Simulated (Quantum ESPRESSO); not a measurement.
A self-consistent single point of MoPt2 (Imm2, 3 atoms in the cell) with Quantum ESPRESSO.

Computed with PBEsol, GBRV 1.5 ultrasoft (PBESOL) pseudopotentials (plane waves; Quantum ESPRESSO 7.5).

```
MoPt2
1.0
   -1.38564     1.99198     4.17727
    1.38564    -1.99198     4.17727
    1.38564     1.99198    -4.17727
Mo Pt
1 2
Direct
  0.00598   0.00598   0.00000
  0.66334   0.66334   0.00000
  0.33666   0.33666   0.00000
```

Reference input (self-consistent single point, DFT, PBEsol, plane waves, GBRV 1.5 ultrasoft (PBESOL) pseudopotentials): ecutwfc = 40 Ry; ecutrho = 320 Ry; occupations = smearing; smearing = gauss; degauss = 0.0073499 Ry; potentials = {Mo: mo_pbesol_v1.uspp.F.UPF, Pt: pt_pbesol_v1.4.uspp.F.UPF}; K_POINTS = automatic 7 7 7 0 0 0; conv_thr = 1e-11 Ry. This run's input differs from it in these lines:

```diff
@@ -17,3 +17,3 @@
     smearing = 'gauss',
-    degauss = 0.0073499,
+    degauss = 0.00147,
 /
@@ -30,3 +30,3 @@
 K_POINTS automatic
-7 7 7  0 0 0
+9 9 9  0 0 0
 CELL_PARAMETERS bohr
```

Output (repeated stretches shortened):

```
     Self-consistent Calculation

     iteration #  1     ecut=    40.00 Ry     beta= 0.70

---- Real-time Memory Report at c_bands before calling an iterative solver
           144 MiB given to the printing process from OS
           105 MiB allocation reported by mallinfo(arena+hblkhd)
------------------

     negative rho (up, down):  3.261E-01 0.000E+00

     total energy              =    -556.72426283 Ry
     estimated scf accuracy    <       5.72060546 Ry

     iteration #  2     ecut=    40.00 Ry     beta= 0.70

---- Real-time Memory Report at c_bands before calling an iterative solver
   [... lines left out ...]
           227 MiB given to the printing process from OS
           119 MiB allocation reported by mallinfo(arena+hblkhd)
------------------

     negative rho (up, down):  3.435E-01 0.000E+00

     total energy              =    -560.52786465 Ry
     estimated scf accuracy    <          2.8E-11 Ry

     iteration # 16     ecut=    40.00 Ry     beta= 0.70

---- Real-time Memory Report at c_bands before calling an iterative solver
           227 MiB given to the printing process from OS
           119 MiB allocation reported by mallinfo(arena+hblkhd)
------------------

     negative rho (up, down):  3.435E-01 0.000E+00
     End of self-consistent calculation

     the Fermi energy is    22.0602 ev

!    total energy              =    -560.52786465 Ry
     estimated scf accuracy    <          7.9E-12 Ry
     smearing contrib. (-TS)   =      -0.00003288 Ry
     internal energy E=F+TS    =    -560.52783178 Ry

     convergence has been achieved in  16 iterations

     negative rho (up, down):  3.435E-01 0.000E+00

     Forces acting on atoms (cartesian axes, Ry/au):

     atom    1 type  1   force =     0.00000000    0.00000000   -0.01138836
     atom    2 type  2   force =     0.00000000   -0.00000000    0.00333259
     atom    3 type  2   force =    -0.00000000   -0.00000000    0.00805577

     Total force =     0.014342     Total SCF correction =     0.000005

     negative rho (up, down):  3.435E-01 0.000E+00
          total   stress  (Ry/bohr**3)                   (kbar)     P=     -104.85
  -0.00069859   0.00000000   0.00000000         -102.77        0.00        0.00
  -0.00000000  -0.00072043  -0.00000000           -0.00     -105.98       -0.00
  -0.00000000  -0.00000000  -0.00071917           -0.00       -0.00     -105.79

   JOB DONE.
```

The run converged in 16 iterations. Against the reference run the free energy drops by 9.3 meV/atom, the pressure goes from -10.20 to -10.48 GPa and the largest force goes from 0.315 to 0.293 eV/Å.

The starting cell comes from a database of computed structures (which also holds hypothetical and non-ambient phases and stackings), without a prior relaxation at this level. Its lattice was rescaled by up to half a per cent. One atom was moved a little off its site on purpose. Spin polarisation is off. With a pressure of about -10 GPa the cell is away from its equilibrium volume at this level.

Cost on one core of a shared machine: roughly 3 min.
